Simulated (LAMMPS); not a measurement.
Simulation of Ni (fcc), 2048 atoms, at 2070 K and 0 GPa, heated as the crystal.

Model: classical MD, pair style adp, file Ni.adp (LAMMPS).

The state found is crystal; no diffusion seen in 30 ps. The density is 8.273 ± 0.001 g/cm³ and the volume per atom is 11.780 ± 0.002 Å³/atom. The enthalpy per atom is -3.8333 ± 0.0008 eV/atom, the first peak of g(r) comes out as 2.48 Å, height 3.1 and the coordination number comes out as 12.5 (counted to 3.22 Å). The most common Ni-Ni-Ni angle is at the 3° bin centred on 58.5°, after smoothing over three bins (mean of all 97°) and the mean frequency of the vibrational (phonon) density of states comes out as 5.5 THz. The cost is roughly 3 core-minutes.

Potential: file Ni.adp of the LAMMPS distribution; its header cites Mishin et al, Acta Mater, 53, 4029 (2005).

Caution: this crystal lies over the melting point of about 1800 K that EAM-type Ni.adp gives, so it is superheated.

States go by the mean squared displacement: a species diffuses where it passes 1.5 Å², still rises and gives D over 1e-6 cm²/s; a crystal has left its structure where atoms lie 0.35 Å off their sites on average or a cubic box changes its shape by 3 %, or the axial ratios of another lie 8 % off the starting cell's, which the potential's own relaxation can also do.

The ± values are statistical; the model's systematic error is not in them.

| r (Å) | g(r) |
|---|---|
| 1.740 | 0.001 |
| 1.780 | 0.002 |
| 1.820 | 0.004 |
| 1.860 | 0.008 |
| 1.900 | 0.020 |
| 1.940 | 0.044 |
| 1.980 | 0.066 |
| 2.020 | 0.121 |
| 2.060 | 0.215 |
| 2.100 | 0.376 |
| 2.140 | 0.633 |
| 2.180 | 0.877 |
| 2.220 | 1.21 |
| 2.260 | 1.61 |
| 2.300 | 1.94 |
| 2.340 | 2.36 |
| 2.380 | 2.68 |
| 2.420 | 2.98 |
| 2.460 | 3.08 |
| 2.500 | 3.10 |
| 2.540 | 3.01 |
| 2.580 | 2.81 |
| 2.620 | 2.61 |
| 2.660 | 2.31 |
| 2.700 | 2.02 |
| 2.740 | 1.78 |
| 2.780 | 1.48 |
| 2.820 | 1.25 |
| 2.860 | 1.03 |
| 2.900 | 0.871 |
| 2.940 | 0.716 |
| 2.980 | 0.593 |
| 3.020 | 0.523 |
| 3.060 | 0.444 |
| 3.100 | 0.417 |
| 3.140 | 0.381 |
| 3.180 | 0.372 |
| 3.220 | 0.371 |
| 3.260 | 0.380 |
| 3.300 | 0.419 |
| 3.340 | 0.426 |
| 3.380 | 0.458 |
| 3.420 | 0.498 |
| 3.460 | 0.507 |
| 3.500 | 0.550 |
| 3.540 | 0.569 |
| 3.580 | 0.581 |
| 3.620 | 0.597 |
| 3.660 | 0.618 |
| 3.700 | 0.608 |
| 3.740 | 0.619 |
| 3.780 | 0.623 |
| 3.820 | 0.630 |
| 3.860 | 0.648 |
| 3.900 | 0.688 |
| 3.940 | 0.726 |
| 3.980 | 0.799 |
| 4.020 | 0.862 |
| 4.060 | 0.978 |
| 4.100 | 1.07 |
| 4.140 | 1.18 |
| 4.180 | 1.29 |
| 4.220 | 1.39 |
| 4.260 | 1.49 |
| 4.300 | 1.56 |
| 4.340 | 1.61 |
| 4.380 | 1.65 |
| 4.420 | 1.64 |
| 4.460 | 1.61 |
| 4.500 | 1.53 |
| 4.540 | 1.50 |
| 4.580 | 1.40 |
| 4.620 | 1.32 |
| 4.660 | 1.23 |
| 4.700 | 1.16 |
| 4.740 | 1.10 |
| 4.780 | 1.02 |
| 4.820 | 0.991 |
| 4.860 | 0.943 |
| 4.900 | 0.918 |
| 4.940 | 0.888 |
| 4.980 | 0.887 |
| 5.020 | 0.875 |
| 5.060 | 0.870 |
| 5.100 | 0.860 |
| 5.140 | 0.848 |
| 5.180 | 0.852 |
| 5.220 | 0.854 |
| 5.260 | 0.843 |
| 5.300 | 0.856 |
| 5.340 | 0.857 |
| 5.380 | 0.887 |
| 5.420 | 0.894 |
| 5.460 | 0.906 |
| 5.500 | 0.927 |
| 5.540 | 0.962 |
| 5.580 | 0.984 |
| 5.620 | 0.985 |
| 5.660 | 1.00 |
| 5.700 | 1.00 |
| 5.740 | 0.988 |
| 5.780 | 0.975 |
| 5.820 | 0.956 |

| angle (°) | probability per degree, Ni-Ni-Ni |
|---|---|
| 37.50 | 0.0001 |
| 40.50 | 0.0003 |
| 43.50 | 0.0015 |
| 46.50 | 0.0043 |
| 49.50 | 0.0088 |
| 52.50 | 0.0141 |
| 55.50 | 0.0185 |
| 58.50 | 0.0193 |
| 61.50 | 0.0177 |
| 64.50 | 0.0138 |
| 67.50 | 0.0099 |
| 70.50 | 0.0067 |
| 73.50 | 0.0049 |
| 76.50 | 0.0044 |
| 79.50 | 0.0051 |
| 82.50 | 0.0062 |
| 85.50 | 0.0074 |
| 88.50 | 0.0083 |
| 91.50 | 0.0086 |
| 94.50 | 0.0082 |
| 97.50 | 0.0073 |
| 100.5 | 0.0070 |
| 103.5 | 0.0070 |
| 106.5 | 0.0079 |
| 109.5 | 0.0096 |
| 112.5 | 0.0116 |
| 115.5 | 0.0130 |
| 118.5 | 0.0138 |
| 121.5 | 0.0130 |
| 124.5 | 0.0116 |
| 127.5 | 0.0095 |
| 130.5 | 0.0076 |
| 133.5 | 0.0057 |
| 136.5 | 0.0043 |
| 139.5 | 0.0032 |
| 142.5 | 0.0023 |
| 145.5 | 0.0017 |
| 148.5 | 0.0014 |
| 151.5 | 0.0013 |
| 154.5 | 0.0016 |
| 157.5 | 0.0020 |
| 160.5 | 0.0028 |
| 163.5 | 0.0036 |
| 166.5 | 0.0044 |
| 169.5 | 0.0044 |
| 172.5 | 0.0039 |
| 175.5 | 0.0028 |
| 178.5 | 0.0010 |
